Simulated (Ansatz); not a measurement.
The starting structures come from a database of crystals and need not be the phases stable at ambient conditions.

Tunnelling through a barrier is set by its complex band structure: the current falls as exp(−2κd) with the smallest κ.

Data:

```
FeAsTe
1.0
    6.22594     0.00000     0.00000
   -2.52727     8.31478     0.00000
    0.00000     4.46884     4.14571
Fe Te As
4 4 4
Direct
  0.70755   0.71471   0.27601
  0.29245   0.28529   0.72399
  0.79245   0.28529   0.20543
  0.20755   0.71471   0.79457
  0.63336   0.84624   0.52507
  0.36664   0.15376   0.47493
  0.86664   0.15376   0.71755
  0.13336   0.84624   0.28245
  0.83756   0.64308   0.00486
  0.16244   0.35692   0.99514
  0.66244   0.35692   0.79102
  0.33756   0.64308   0.20898
```

Space group of this cell: P2_1/c. The cell is taken as given.

Transport runs along the normal of the first two printed cell vectors.

No gap correction and no spin-orbit coupling; mid-gap values are interpolated between computed energies.

Task: Estimate the band gap and the smallest decay constant κ at mid-gap that r2SCAN (Ansatz, a first-principles code) returns for this system.

Result: Gap 0.93 eV on a 6×8×8 mesh; κ = 0.203 1/Å, at (0.500, 0.500) of the in-plane reciprocal vectors. At the zone centre, at the nearest computed energy, the slowest state has κ = 0.24 1/Å.
